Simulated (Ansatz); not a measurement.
## Hypothetical I4/mmm MgB2, pressure series

Start from MgB₂ (space group I4/mmm, No. 139; a hypothetical phase, not in the database extracts checked).

```
MgB2
1.0
   -1.33239     1.33239     4.17414
    1.33239    -1.33239     4.17414
    1.33239     1.33239    -4.17414
Mg B
1 2
Direct
  0.00000   0.00000   0.00000
  0.28327   0.28327   0.00000
  0.71673   0.71673   0.00000
```

Cell and atoms are relaxed at each pressure.

Computed with plane-wave PAW DFT at the PBEsol level (Ansatz, a program for electronic structure, 420 eV), no spin-orbit coupling.

| pressure (GPa) | volume per atom (Å³/atom) |
|---|---|
| -2 | 10.058 |
| -1 | ? |
| 0 | 9.880 |
| 0.3 | 9.855 |
| 0.7 | 9.821 |
| 1.5 | 9.756 |
| 3 | 9.638 |
| 5 | 9.491 |
| 7.5 | 9.318 |

Fit the third-order Birch–Murnaghan form P(V) = (3B₀/2)[(V₀/V)^(7/3) − (V₀/V)^(5/3)]·[1 + (3/4)(B₀′ − 4)((V₀/V)^(2/3) − 1)] (squares taken in P) to the rows shown and predict the withheld row.

Least squares on the printed values gives V₀ = 9.880 Å³/atom, B₀ = 116 GPa, B₀′ = 3.4; this predicts 9.967 Å³/atom, and the run gives 9.967 Å³/atom, in agreement.

Load acts through the strain it causes; cell and atoms are relaxed under it. Stability against distortions was not tested. Competing high-pressure phases were not computed. The final runs are not spin-polarised.
